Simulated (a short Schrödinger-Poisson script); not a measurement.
From a short Schrödinger-Poisson script (our own, NumPy): one-band effective-mass equation with BenDaniel-Duke matching, electrons, heavy and light holes apart, hard walls at the outer ends, one valence edge for both holes (no strain splitting), no charge, excitons, band mixing or non-parabolicity; under a field the levels are quasi-bound states of a box, listed while three quarters of their weight lies within 4 nm of the wells.

System: single In0.3Ga0.7N/GaN quantum well.

From the first side: 12 nm GaN; 2 nm In0.3Ga0.7N, built-in field 3900 kV/cm; 12 nm GaN.

Constants are typed, rounded textbook-type inputs, not results; the design itself was drawn at random and stands for no fabricated device. In0.3Ga0.7N: direct gap (eV) 2.326, conduction-band edge (eV) 0, electron mass (mₑ) 0.161, heavy-hole mass 1.7, light-hole mass 0.3. GaN: direct gap (eV) 3.43, conduction-band edge (eV) 0.773, electron mass (mₑ) 0.2, heavy-hole mass 1.9, light-hole mass 0.33.

The valence-band edge of each layer lies one gap below its conduction-band edge. The electron's potential energy rises along the stack by the applied field and, inside the well alone, by the built-in field (unscreened; none in the barriers). Mesh 0.03 nm at interfaces.

### Question
Give the squared e1-hh1 overlap at zero applied field; the e1-hh1 transition at zero applied field (eV); the shift of e1-hh1 at 250 kV/cm (meV).

### Answer
squared e1-hh1 overlap at zero applied field: 0.18; e1-hh1 transition at zero applied field (eV): 2.302; shift of e1-hh1 at 250 kV/cm (meV): -33.0. Excitons, screening of the built-in field, fields in the barriers and alloy fluctuations are left out, and strain enters only through the typed gaps and offsets, so measured lines lie elsewhere.
